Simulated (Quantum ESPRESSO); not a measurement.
Quantum ESPRESSO run on Hf3Be (I4/mmm, 4 atoms in the cell): self-consistent single point.

Method of the run: PBEsol, GBRV 1.5 ultrasoft (PBESOL) pseudopotentials (plane waves; Quantum ESPRESSO).

```yaml
crystal:
  lattice:
    - [2.09200, -2.09200, 4.35304]
    - [2.09200, 2.09200, 4.35304]
    - [-2.09200, -2.09200, 4.35304]
  atoms:
    - { symbol: Hf, position: [0.50000, 0.25000, 0.75000] }
    - { symbol: Hf, position: [0.50000, 0.75000, 0.25000] }
    - { symbol: Hf, position: [0.00000, 0.50000, 0.50000] }
    - { symbol: Be, position: [0.00000, 0.00000, 0.00000] }
```

Reference input (self-consistent single point, DFT, PBEsol, plane waves, GBRV 1.5 ultrasoft (PBESOL) pseudopotentials): ecutwfc = 40 Ry; ecutrho = 320 Ry; occupations = smearing; smearing = fd; degauss = 0.0099958 Ry; potentials = {Hf: hf_pbesol_v1.uspp.F.UPF, Be: be_pbesol_v1.4.uspp.F.UPF}; K_POINTS = automatic 9 9 9 0 0 0; conv_thr = 1e-10 Ry; mixing_beta = 0.4. This run's input differs from it in these lines:

```diff
@@ -14,4 +14,4 @@
   ntyp = 2
-  ecutwfc = 40
-  ecutrho = 320
+  ecutwfc = 46
+  ecutrho = 368
   occupations = 'smearing'
```

Output, abridged:

```
     Self-consistent Calculation

     iteration #  1     ecut=    46.00 Ry     beta= 0.40

     negative rho (up, down):  3.440E-01 0.000E+00

     total energy              =    -503.28013693 Ry
     estimated scf accuracy    <       7.17475086 Ry

     iteration #  2     ecut=    46.00 Ry     beta= 0.40

     negative rho (up, down):  3.340E-01 0.000E+00

     total energy              =    -503.60670928 Ry
     estimated scf accuracy    <       1.02162994 Ry

     iteration #  3     ecut=    46.00 Ry     beta= 0.40

     negative rho (up, down):  3.335E-01 0.000E+00

     total energy              =    -503.66073879 Ry
     estimated scf accuracy    <       0.10951154 Ry

   [... 7 blocks of this kind left out ...]

     iteration # 11     ecut=    46.00 Ry     beta= 0.40

     negative rho (up, down):  3.357E-01 0.000E+00

     total energy              =    -503.68178993 Ry
     estimated scf accuracy    <          2.7E-09 Ry

     iteration # 12     ecut=    46.00 Ry     beta= 0.40

     negative rho (up, down):  3.357E-01 0.000E+00
     End of self-consistent calculation

     the Fermi energy is    13.3342 ev

!    total energy              =    -503.68178993 Ry
     estimated scf accuracy    <          6.3E-11 Ry
     smearing contrib. (-TS)   =      -0.01280630 Ry
     internal energy E=F+TS    =    -503.66898364 Ry

     convergence has been achieved in  12 iterations

     negative rho (up, down):  3.357E-01 0.000E+00

     Forces acting on atoms (cartesian axes, Ry/au):

     atom    1 type  1   force =    -0.00000000    0.00000000    0.00000000
   [... zero for the other atoms too ...]

     Total force =     0.000000     Total SCF correction =     0.000000

     negative rho (up, down):  3.357E-01 0.000E+00
          total   stress  (Ry/bohr**3)                   (kbar)     P=      -36.37
  -0.00026949  -0.00000000   0.00000000          -39.64       -0.00        0.00
   0.00000000  -0.00026949  -0.00000000            0.00      -39.64       -0.00
   0.00000000  -0.00000000  -0.00020278            0.00       -0.00      -29.83

   JOB DONE.
```

The run converged in 12 iterations. Against the reference run the free energy goes down by 11.1 meV/atom and the pressure goes from -4.17 to -3.64 GPa. The full log also holds: “c_bands:  1 eigenvalues not converged”.

The starting cell comes from a database of computed structures (which also holds hypothetical and non-ambient phases and stackings), without a prior relaxation at this level. Spin-orbit coupling is off.

Cost on one core of a shared machine: roughly 4 min.
